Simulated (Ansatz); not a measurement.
Take YN in the rock salt structure (space group Fm-3m, No. 225; a = 4.856 Å) as the base.

The change: a hydrostatic pressure of 3 GPa.

Levels (all Ansatz, an electronic-structure program, PAW): PBEsol (420 eV, no spin-orbit coupling); r2SCAN (500 eV, no SOC); HSE06 (420 eV, no spin-orbit coupling).

At the geometry relaxed with PBEsol, these levels gave the following band gaps, in shuffled order: (a) zero, (b) 1.02 eV, (c) 0.51 eV.

Match each gap to its level.

(a) PBEsol; (b) HSE06; (c) r2SCAN.

Single points use the geometry relaxed with PBEsol. HSE06 was sampled on its mesh, a few special points and the semilocal edge points, so its gap is an upper bound. Load acts through the strain it causes; cell and atoms are relaxed under it. Stability against distortions was not tested. The final runs are not spin-polarised. Gaps under 0.05 eV, about the width of the smearing, are given as zero. A zero or small gap of YN can be the functional's error rather than a property of the material.
